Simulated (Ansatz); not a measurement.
Ti2Si (model structure, started from the Ca2N type, R-3m, No. 166, 3 atoms in the cell) was calculated with LDA (PAW; Ansatz, a program for electronic structure).

Settings: plane-wave cutoff 520 eV, 16×16×16 k mesh, Fermi–Dirac smearing 0.05 eV, no spin polarisation, scalar-relativistic PAW data made under PBE.

Cell (relaxed at this level):

```cif
data_SiTi2
_chemical_formula_sum 'Ti2 Si1'
_space_group_name_H-M_alt 'P 1'
_space_group_IT_number 1
_cell_length_a 5.06621
_cell_length_b 5.06621
_cell_length_c 5.06621
_cell_angle_alpha 40.282
_cell_angle_beta 40.282
_cell_angle_gamma 40.282
loop_
_space_group_symop_operation_xyz
  'x, y, z'
loop_
_atom_site_label
_atom_site_type_symbol
_atom_site_fract_x
_atom_site_fract_y
_atom_site_fract_z
_atom_site_occupancy
Ti1 Ti 0.76399 0.76399 0.76399 1
Ti2 Ti 0.23601 0.23601 0.23601 1
Si1 Si 0.00000 0.00000 0.00000 1
```

Question: Give the computed bulk modulus.

Answer: 
* **bulk modulus**: 113 GPa

Note: the run has no spin polarisation, so it can have missed a magnetic state; the bulk modulus is −V dP/dV from two relaxed cells at ±2 % in volume; the relaxation could raise the start's symmetry but not lower it, so the cell can be a saddle point.

Static lattice: no zero-point or thermal effects.

A model structure was made by putting elements into a prototype or built by hand; it is no filed structure, need not be a known phase, and can be a saddle point held by its symmetry.
